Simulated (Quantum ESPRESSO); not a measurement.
## Pressure against volume in CuAu-type TiAl (space group 123) (Quantum ESPRESSO, PBEsol)

```xyz
2
Lattice="2.7478 0.0000 0.0000 0.0000 2.7478 0.0000 0.0000 0.0000 3.9518" Properties=species:S:1:pos:R:3 pbc="T T T"
Ti     0.0000     0.0000     0.0000
Al     1.3739     1.3739     1.9759
```

Computed with PBEsol, GBRV 1.5 ultrasoft (PBESOL) pseudopotentials (plane waves; Quantum ESPRESSO 7.5). Settings: ecutwfc = 65 Ry; ecutrho = 520 Ry; occupations = smearing; smearing = fermi-dirac; degauss = 0.0036749 Ry; potentials = {Ti: ti_pbesol_v1.4.uspp.F.UPF, Al: al_pbesol_v1.uspp.F.UPF}; K_POINTS = automatic 21 21 15 0 0 0; conv_thr = 1e-10 Ry; mixing_beta = 0.5. The cell above is the first row's. The rows scale it uniformly. In all rows fractional positions and the k mesh are held.

| V (Å^3/atom) | P (GPa) |
|---|---|
| 14.919 | 7.24 |
| 15.244 | 4.18 |
| 15.568 | 1.42 |
| 15.892 | -1.08 |
| 16.217 | -3.34 |
| 16.541 | -5.38 |
| 16.865 | -7.23 |
| 17.190 | -8.90 |
| 17.514 | ? |

The 8 complete rows are fitted with a cubic, P against V. With u = V - 16.1, the rows have u = -1.1810, -0.8560, -0.5320, -0.2080, 0.1170, 0.4410, 0.7650, 1.0900. Least squares gives P = -2.554 - 6.8651·u + 1.0769·u² - 0.1114·u³. Residuals (row less fit): 0.001, -0.001, 0.000, -0.002, 0.003, 0.002, -0.005, 0.002; standard error 0.003 (degrees of freedom: 4). The fitted pressure is zero at V0 = 15.75, where dP/dV = -7.664, so B0 = -V0·dP/dV = 121 GPa.

### Question
Estimate the missing P (V = 17.514); what did the run itself give?

### Answer
u = 1.4140, so P = -2.554 - 6.8651 × 1.4140 + 1.0769 × 1.4140² - 0.1114 × 1.4140³ = -10.423 GPa. The calculation gives -10.40 GPa, 0.023 GPa above the prediction (0.1 % of the range of P in the table). The row lies outside the fitted rows, so this is an extrapolation. From the scatter of the fitted rows alone, a prediction at this place has a standard error of 0.008 GPa, so the miss is 2.8 times that.

Carrying the step between the two nearest rows on in a straight line would have given -10.56, off by 0.16; series whose last step already gives the withheld value aren't shown. The scan was laid around a cell of about the measured size, scaled by a guess for this functional; axis ratios and inner coordinates come from that cell. The runs keep the symmetry of the cell, so they don't test it for distortions. Spin polarisation is off. The shape of the cell and the inner coordinates aren't relaxed, so V0 and B0 belong to this uniform scaling; a relaxed crystal lies no higher in energy and is usually softer. Cutoffs and mesh are single choices, not tested for convergence of this quantity. Series with a scatter that would blur these digits, or in which a gap closes, are not shown.
